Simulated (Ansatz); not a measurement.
The starting structures come from a database of crystals and need not be the phases stable at ambient conditions.

Data:

```
CELL_PARAMETERS angstrom
      5.33242     0.00000     0.00000
     -2.37699     4.77332     0.00000
      0.00000     0.00000     4.95578
ATOMIC_POSITIONS crystal
  Si 0.67242 0.02668 0.27070
  Si 0.32758 0.97332 0.77070
  Si 0.02668 0.67242 0.27070
  Si 0.97332 0.32758 0.77070
  N  0.65712 0.09564 0.61502
  N  0.34288 0.90436 0.11502
  N  0.09564 0.65712 0.61502
  N  0.90436 0.34288 0.11502
  O  0.79128 0.79128 0.22129
  O  0.20872 0.20872 0.72129
```

Space group of this cell: Cmc2_1. The cell is strained (all lengths scaled by 1.02); by PBEsol its mean pressure is -9.5 GPa.

Transport runs along the normal of the first two printed cell vectors.

The gap is the functional's own. No spin-orbit coupling. Mid-gap values are interpolated on the energy grid.

### Question
Compute, with PBEsol run with Ansatz (a first-principles code), the band gap and the smallest decay constant κ at mid-gap.

### Answer
Gap 4.53 eV on a 6×6×6 mesh; κ = 0.353 1/Å, at the zone centre.
